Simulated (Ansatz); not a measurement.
Here is the system:

```xyz
4
Lattice="0.0000 3.2022 3.2022 3.2022 0.0000 3.2022 3.2022 3.2022 0.0000" Properties=species:S:1:pos:R:3 pbc="T T T"
Ta     1.6011     1.6011     1.6011
Ta     4.8034     4.8034     4.8034
Ta     3.2022     3.2022     3.2022
Os     0.0000     0.0000     0.0000
```

All values below come from PBEsol, DFPT electron-phonon coupling, linearised Boltzmann equation (plane waves, PAW, scalar-relativistic; Ansatz, a quantum-chemistry and plane-wave program). How the cell was made: relaxed with this functional, without spin-orbit coupling.

What phonon-limited resistivity does this give at 300 K?

6.6 μΩ·cm.

And the electrons' mean free path at that temperature?

17.4 nm, weighted by the current that each state carries. Wires not much wider than this gain resistivity from their walls.

A metal at this level (no band gap). Only scattering by harmonic phonons is included (no impurities, grain boundaries, electron-electron scattering or thermal expansion). Spin-orbit coupling is left out, which matters with elements this heavy. Halving the electron mesh (24x24x24) moves the resistivity by up to 3 % at 300 K, the mean free path by up to 1 %. Smearing 0.20 eV; phonons on a 4x4x4 q mesh, which this run doesn't test.

Computed structure, not matched to a measured one here, so possibly hypothetical: Ta3Os (Fm-3m).
